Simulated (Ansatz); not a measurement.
Be2C under a change: uniaxial strain ε_zz = −2.00 %

Take Be₂C (space group Fm-3m, No. 225; a = 4.311 Å) as the base. Axes: x, y, z lie along the cube axes.

The change: the cell is compressed by 2.00 % along z with no lateral relaxation, atoms relaxed at fixed cell.

Method: PBEsol (Ansatz, a quantum-chemistry and plane-wave program; PAW; 420 eV plane waves; no spin-orbit coupling). Settings: 13×13×13 k-points, 0.05 eV Fermi–Dirac smearing.

* **Shortest interatomic distance**: 1.854 Å (base 1.867 Å)
* **Energy relative to the base (free energy F)**: +5.0 meV/atom
* **Band gap**: 0.79 eV (base 1.08 eV)
* **Gap character**: indirect, Γ → M
* **Smallest direct gap**: 3.84 eV (base 4.12 eV)
* **Electron mass**: 0.67 mₑ along k, 0.23 mₑ across (at X) (base 0.70 mₑ along k, 0.23 mₑ across (at X))
* **Hole mass**: 0.43 mₑ along z, 0.25 mₑ across (at Γ)
* **Valence-band top at Γ (three highest levels, from the VBM)**: 0.00, -0.17, -0.17 eV (base 0.00, 0.00, 0.00 eV)
* **Valley order (the lowest conduction-band minima on the path, energy above the VBM, named in the base's zone)**: X along [001] 0.79 eV; X along [100] 1.07 eV (base X along ⟨100⟩ 1.08 eV)
* **Stress (xx, yy, zz, yz, xz, xy; compression positive)**: (0.47, 0.47, 12.08, 0.00, 0.00, 0.00) GPa

Final structure:

```xyz
3
Lattice="0.0000 2.1553 2.1122 2.1553 0.0000 2.1122 2.1553 2.1553 0.0000" Properties=species:S:1:pos:R:3 pbc="T T T"
Be     1.0777     1.0777     1.0561
Be     3.2330     3.2330     3.1683
C      0.0000     0.0000     0.0000
```

Effective masses come from finite differences of ±0.01 Å⁻¹. Along k means along the line from Γ to the band edge. Whether these cells are dynamically stable was not tested. Labels are those of the standard path for the cell's own space group.
